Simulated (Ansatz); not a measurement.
Reference: BN (F-43m), PBE, rigid bands (plane waves, PAW, scalar-relativistic; Ansatz, an electronic-structure program); axes and stresses refer to this cell.

```
BN
1.0
    0.00000     1.80284     1.80284
    1.80284     0.00000     1.80284
    1.80284     1.80284     0.00000
B N
1 1
Direct
  0.00000   0.00000   0.00000
  0.25000   0.25000   0.25000
```

The Seebeck coefficient, n-type 1e19 cm⁻³ comes out as -285 μV/K, the band gap is 4.48 eV and the hole conductivity mass is 0.70 mₑ.

Question: Change: hydrostatic pressure of -9 GPa (compression positive). What happens to Seebeck coefficient, n-type 1e19 cm⁻³, band gap, hole conductivity mass?

Answer: Seebeck coefficient, n-type 1e19 cm⁻³ moves little, to -286 μV/K; band gap moves little, to 4.45 eV; hole conductivity mass moves little, to 0.70 mₑ.

Masses are for dilute carriers at 300 K, harmonic means over directions unless an axis is named. Seebeck coefficients are for the stated density at 300 K, with one relaxation time for all states and whether or not that doping can be reached. Spin-orbit coupling is left out unless a row names it. Stresses and pressures are the targets of the relaxation.  The structure type is held under load, also where the real crystal would transform.
